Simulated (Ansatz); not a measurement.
BP under load (space group I-4m2), r2SCAN with spin-orbit coupling, rigid bands run with Ansatz (a first-principles code). Condition of this run: biaxial stress xx = yy = 2 GPa (compression positive) (the target of the relaxation). Band gap 1.33 eV, N_c = 2.78e19 cm⁻³ and N_v = 1.31e19 cm⁻³ at 300 K, conductivity masses along x (a = (0.00, 2.26, 2.27) Å; b = (2.26, 0.00, 2.27) Å; c = (2.26, 2.26, 0.00) Å) of 0.395 mₑ (electrons) and 0.408 mₑ (holes). Take k_BT = 0.02585 eV.

Question: What thermal injection velocity √(2k_BT/πm) limits a ballistic channel along the direction named?

Answer: 8.56e6 cm/s for electrons and 8.42e6 cm/s for holes, a ratio of √(m_h/m_e) = 1.02, for dilute carriers.

Question: A film of it is 2 nm thick, with its normal along the direction named. Estimate the confinement energies in an infinite well.

Answer: ħ²π²/(2m t²) = 0.376 eV·nm²/(m/mₑ × t²) gives 238 meV for electrons and 230 meV for holes, so the gap would widen to about 1.80 eV. Finite barriers and nonparabolic bands lower this, and with several valleys or bands the heaviest mass along the normal sets the lowest level, not this average.

Question: Find the intrinsic carrier density and the intrinsic Fermi level.

Answer: n_i = √(N_c N_v) exp(−E_g/2k_BT) = 1.91e19 × exp(−25.72) = 1.3e8 cm⁻³. The level lies (k_BT/2) ln(N_v/N_c) = -10 meV from mid-gap (positive towards the conduction band). Each 0.1 eV added to the gap lowers n_i by a factor of 6.9.

Rigid bands with the computed gap; masses take one relaxation time for all states.
